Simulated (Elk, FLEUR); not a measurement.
A FLEUR input for a self-consistent single point of InSe (P6_3/mmc, 8 atoms in the cell) (DFT, PBE, all-electron FLAPW (FLEUR), scalar-relativistic valence):

Input of the input generator:

```
InSe FLAPW
&input film=f /
1.0000000000 0.0000000728 0.0000000000
-0.5000000631 0.8660253674 0.0000000000
0.0000000000 0.0000000000 4.3121240597
7.4326119158
1.0 1.0 1.0

8
49 0.3333333333 0.6666666667 0.3303000000
49 0.6666666667 0.3333333333 0.6697000000
49 0.6666666667 0.3333333333 0.8303000000
49 0.3333333333 0.6666666667 0.1697000000
34 0.3333333333 0.6666666667 0.5973200000
34 0.6666666667 0.3333333333 0.4026800000
34 0.6666666667 0.3333333333 0.0973200000
34 0.3333333333 0.6666666667 0.9026800000

&comp jspins=1 /
&kpt div1=5 div2=5 div3=1 /
&end /
```

```xml
<?xml version="1.0" encoding="UTF-8" standalone="no"?>
<fleurInput fleurInputVersion="0.39">
   <comment>
      InSe FLAPW                                                                                          
   </comment>
   <calculationSetup>
      <cutoffs Kmax="4.3" Gmax="15.0" GmaxXC="15.0" numbands="0"/>
      <scfLoop itmax="60" minDistance="0.00001" maxIterBroyd="25" imix="Anderson" alpha="0.05" precondParam="0.0" spinf="2.0"/>
      <coreElectrons ctail="T" frcor="F" kcrel="0" coretail_lmax="0"/>
      <xcFunctional name="pbe" relativisticCorrections="F"/>
      <magnetism jspins="1"/>
      <soc l_soc="F" theta="0.0" phi="0.0" spav="F"/>
      <expertModes spex="0" secvar="F"/>
      <geometryOptimization l_f="T" forcealpha="1.0" forcemix="BFGS" epsdisp="0.00001" epsforce="0.00001"/>
      <ldaU l_linMix="F" mixParam="0.05" spinf="1.0"/>
   </calculationSetup>
   <cell>
      <bzIntegration valenceElectrons="116.0" mode="hist" fermiSmearingEnergy="0.00183747">
         <kPointListSelection listName="default-1"/>
         <!-- k-points included here -->
         <xi:include xmlns:xi="http://www.w3.org/2001/XInclude" href="kpts.xml"> </xi:include>
      </bzIntegration>
      <!-- symmetry operations included here -->
      <xi:include xmlns:xi="http://www.w3.org/2001/XInclude" href="sym.xml"> </xi:include>
      <bulkLattice scale="1.0">
         <bravaisMatrix>
            <row-1>    7.4326119157999999     0.0000005410941475     0.0000000000000000</row-1>
            <row-2>   -3.7163064268978117     6.4368304651223127     0.0000000000000000</row-2>
            <row-3>    0.0000000000000000     0.0000000000000000    32.0503446685340947</row-3>
         </bravaisMatrix>
      </bulkLattice>
   </cell>
   <atomSpecies>
      <species name="Indium (In)" element="In" atomicNumber="49">
         <mtSphere radius="2.33" gridPoints="803" logIncrement="0.016"/>
         <atomicCutoffs lmax="10" lnonsphr="8"/>
         <electronConfig flipSpins="F">
            <coreConfig>(1s1/2) (2s1/2) (2p1/2) (2p3/2) (3s1/2) (3p1/2) (3p3/2) (4s1/2) (3d3/2) (3d5/2) (4p1/2) (4p3/2)</coreConfig>
            <valenceConfig>(5s1/2) (4d3/2) (4d5/2) (5p1/2) (5p3/2)</valenceConfig>
            <stateOccupation state="(5p1/2)" spinUp="0.1666666666667" spinDown="0.1666666666667"/>
            <stateOccupation state="(5p3/2)" spinUp="0.3333333333333" spinDown="0.3333333333333"/>
         </electronConfig>
         <energyParameters s="5" p="5" d="5" f="4"/>
         <lo type="SCLO" l="2" n="4" eDeriv="0"/>
      </species>
      <species name="Selenium (Se)" element="Se" atomicNumber="34">
         <mtSphere radius="2.33" gridPoints="803" logIncrement="0.016"/>
         <atomicCutoffs lmax="10" lnonsphr="8"/>
         <electronConfig flipSpins="F">
            <coreConfig>(1s1/2) (2s1/2) (2p1/2) (2p3/2) (3s1/2) (3p1/2) (3p3/2)</coreConfig>
            <valenceConfig>(4s1/2) (3d3/2) (3d5/2) (4p1/2) (4p3/2)</valenceConfig>
            <stateOccupation state="(4p1/2)" spinUp="0.6666666666667" spinDown="0.6666666666667"/>
            <stateOccupation state="(4p3/2)" spinUp="1.3333333333333" spinDown="1.3333333333333"/>
         </electronConfig>
         <energyParameters s="4" p="4" d="3" f="4"/>
         <lo type="HELO" l="2" n="4" eDeriv="0"/>
      </species>
   </atomSpecies>
   <atomGroups>
      <atomGroup species="Indium (In)">
         <relPos label="                   1">1.000/3.000 -1.000/3.000 .3303000000</relPos>
         <relPos label="                   2">-1.000/3.000 1.000/3.000 -.3303000000</relPos>
         <relPos label="                   3">-1.000/3.000 1.000/3.000 -.1697000000</relPos>
         <relPos label="                   4">1.000/3.000 -1.000/3.000 .1697000000</relPos>
         <force calculate="T" relaxXYZ="TTT"/>
      </atomGroup>
      <atomGroup species="Selenium (Se)">
         <relPos label="                   5">1.000/3.000 -1.000/3.000 -.4026800000</relPos>
         <relPos label="                   6">-1.000/3.000 1.000/3.000 .4026800000</relPos>
         <relPos label="                   7">-1.000/3.000 1.000/3.000 .0973200000</relPos>
         <relPos label="                   8">1.000/3.000 -1.000/3.000 -.0973200000</relPos>
         <force calculate="T" relaxXYZ="TTT"/>
      </atomGroup>
   </atomGroups>
   <output dos="F" band="F" slice="F">
      <checks vchk="F" cdinf="F"/>
      <bandDOS minEnergy="-.5*Htr" maxEnergy="0.5*Htr" sigma="0.015" storeEVData="T"/>
      <vacuumDOS vacdos="F" integ="F" star="F" nstars="0" locx1="0.0" locy1="0.0" locx2="0.0" locy2="0.0" nstm="0" tworkf="0.0"/>
      <unfoldingBand unfoldBand="F" supercellX="1" supercellY="1" supercellZ="1"/>
      <plotting iplot="0" polar="F">
         <plot TwoD="T" vec1="  1.0  0.0  0.0" vec2="  0.0  1.0  0.0" vec3="  0.0  0.0  1.0" zero="  0.0  0.0  0.0" file="plot"/>
      </plotting>
      <chargeDensitySlicing numkpt="0" minEigenval="0.0" maxEigenval="0.0" nnne="0" pallst="F"/>
      <specialOutput eonly="F"/>
      <magneticCircularDichroism mcd="F" energyLo="-10.0" energyUp="0.0"/>
   </output>
  <!-- We include the file relax.xml here to enable relaxations (see documentation) -->
  <xi:include xmlns:xi="http://www.w3.org/2001/XInclude" href="relax.xml"> <xi:fallback/> </xi:include>
</fleurInput>
```

Write the same calculation as an input for Elk.

This is the input that was run; spellings and numerical settings could be chosen otherwise.

```
tasks
  0

xctype
  20

rgkmax
  8.0

gmaxvr
  16.0

nxlo
  2

lorbcnd
  .true.

lmaxi
  2

stype
  3

swidth
  0.00183747

avec
    7.4326119158    0.0000005411    0.0000000000
   -3.7163064265    6.4368304650    0.0000000000
    0.0000000000    0.0000000000   32.0503446682

atoms
  2   : nspecies
  'In.in'   : spfname
  4   : natoms; atposl, bfcmt below
  0.3333333333  0.6666666667  0.3303000000    0.0 0.0 0.0
  0.6666666667  0.3333333333  0.6697000000    0.0 0.0 0.0
  0.6666666667  0.3333333333  0.8303000000    0.0 0.0 0.0
  0.3333333333  0.6666666667  0.1697000000    0.0 0.0 0.0
  'Se.in'   : spfname
  4   : natoms; atposl, bfcmt below
  0.3333333333  0.6666666667  0.5973200000    0.0 0.0 0.0
  0.6666666667  0.3333333333  0.4026800000    0.0 0.0 0.0
  0.6666666667  0.3333333333  0.0973200000    0.0 0.0 0.0
  0.3333333333  0.6666666667  0.9026800000    0.0 0.0 0.0

ngridk
  5 5 1
```

Basis settings and potentials, where a program has them, do not carry over. This input uses DFT, PBE, all-electron FP-LAPW, Elk's shipped species files, APW+lo basis with extra local orbitals.

The starting cell comes from a database of computed structures (which also holds hypothetical and non-ambient phases and stackings), without a prior relaxation at this level. Its lattice was rescaled by a random factor within 2.5 % of one. For this run, on top of that: lattice scaled by 0.98.
